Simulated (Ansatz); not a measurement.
AlP(110) slab, cut from zinc-blende AlP: Al48P48, 6 atomic planes, area 172 Å², cell height 21.8 Å with vacuum; both faces free, started from the bulk cut, in-plane cell fixed at 1.002 times the relaxed lattice. These are PBE (plane waves, PAW; Ansatz, a quantum-chemistry and plane-wave program) values and carry that method's errors. Mean temperature 299 K, 9.7 ps sampled after 3.1 ps of Langevin dynamics; k-points: Γ only; no spin polarisation or spin-orbit coupling. So thin a slab has no true bulk in its middle, and the cell admits only reconstructions that fit it.

| plane (from the bottom) | atoms | start height (Å) | mean height (Å) | spread of site heights (Å) | rms motion, normal (Å) | rms motion, in plane (Å) | in-plane shift from the start (Å) | coordination |
|---|---|---|---|---|---|---|---|---|
| 1 | Al8P8 | -4.88 | -4.73 | 0.32 | 0.11 | 0.10 | 0.23 | 3.0 |
| 2 | Al8P8 | -2.93 | -2.96 | 0.06 | 0.09 | 0.08 | 0.10 | 4.0 |
| 3 | Al8P8 | -0.98 | -0.97 | 0.03 | 0.08 | 0.08 | 0.08 | 4.0 |
| 4 | Al8P8 | 0.98 | 0.97 | 0.03 | 0.08 | 0.08 | 0.08 | 4.0 |
| 5 | Al8P8 | 2.93 | 2.96 | 0.06 | 0.10 | 0.08 | 0.10 | 4.0 |
| 6 | Al8P8 | 4.88 | 4.73 | 0.32 | 0.10 | 0.09 | 0.23 | 3.0 |

```yaml
outer_plane_spacing: 1.77 Å against 1.95 Å at the start (-9 %)
normal_motion_of_the_outer_planes_over_that_of_the_middle: 1.3
in-plane diffusion: none seen within 9.7 ps
coordination_in_the_top_plane: 3-fold 100 %
mean vibrational (phonon) frequency: 8.3 THz
```

A denser in-plane k-mesh moves the forces of one frame by 0.01 eV/Å rms. Bonds are counted up to Al-P 2.99 Å; heights count from the centre of mass.
